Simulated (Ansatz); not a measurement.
We consider white tin (β-Sn), described by rVV10 (Ansatz, a quantum-chemistry and plane-wave program, plane waves, PAW).

Run with plane-wave cutoff 520 eV, 20×20×20 k mesh, Fermi–Dirac smearing 0.05 eV, scalar-relativistic PAW data made under PBE.

The volume scan:

```
V (Å³/atom)  E − E_lowest (meV/atom)  P (GPa)
-----------  -----------------------  -------
28.255                          6.98    1.975
28.843                          1.68    0.931
29.432                          0.00    0.000
30.021                          1.55   -0.830
30.609                          5.99   -1.571
```

Problem. Estimate the bulk modulus and its pressure derivative from these points.

Solution. V0 = 29.432 Å³/atom, B0 = 43.9 GPa, B′ = 4.7 (fit to the energies at full precision).

Shape and atoms are relaxed at each volume.

Measured, for comparison: bulk modulus 57.0 GPa (temperature not stated, no zero-point or thermal correction; as tabulated in Chen et al. (2023), arXiv:2209.05059). Computed (rounded) less measured: bulk modulus -23 %.

Note: the bulk modulus comes from volumes at which shape and atoms were relaxed.

Spin–orbit coupling is not included.

Computed values are for the static lattice.
